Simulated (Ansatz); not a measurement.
**HgS (model structure, within 0.1 Å of P4/mmm, No. 123, 4 atoms in the cell)**

Method: PBEsol (plane waves, PAW; Ansatz, a first-principles code).

Numerical settings: plane-wave cutoff 500 eV, 10×10×8 k mesh (along the axes of the cell as run), Fermi–Dirac smearing 0.05 eV, scalar-relativistic PAW data made under PBE.

Cell (relaxed at this level):

```cif
data_Hg2S2
_chemical_formula_sum 'Hg2 S2'
_space_group_name_H-M_alt 'P 1'
_space_group_IT_number 1
_cell_length_a 5.12679
_cell_length_b 5.12679
_cell_length_c 4.56926
_cell_angle_alpha 90.000
_cell_angle_beta 90.000
_cell_angle_gamma 90.000
loop_
_space_group_symop_operation_xyz
  'x, y, z'
loop_
_atom_site_label
_atom_site_type_symbol
_atom_site_fract_x
_atom_site_fract_y
_atom_site_fract_z
_atom_site_occupancy
Hg1 Hg 0.50000 0.00000 0.99993 1
Hg2 Hg 0.00000 0.50000 0.00007 1
S1 S 0.00000 0.00000 0.00000 1
S2 S 0.50000 0.50000 0.00000 1
```

| Item | Result |
|---|---|
| band gap | none |

Note: the cell has widely spaced layers and the level no dispersion term, so their spacing and the moduli can rest on weak binding.

Spin–orbit coupling is not included; it can shift volumes and moduli of such heavy elements.

Computed values are for the static lattice.

Computing time: about 3 core-minutes (a rough figure).

A model structure was made by putting elements into a prototype or built by hand; it is no filed structure, need not be a known phase, and can be a saddle point held by its symmetry.
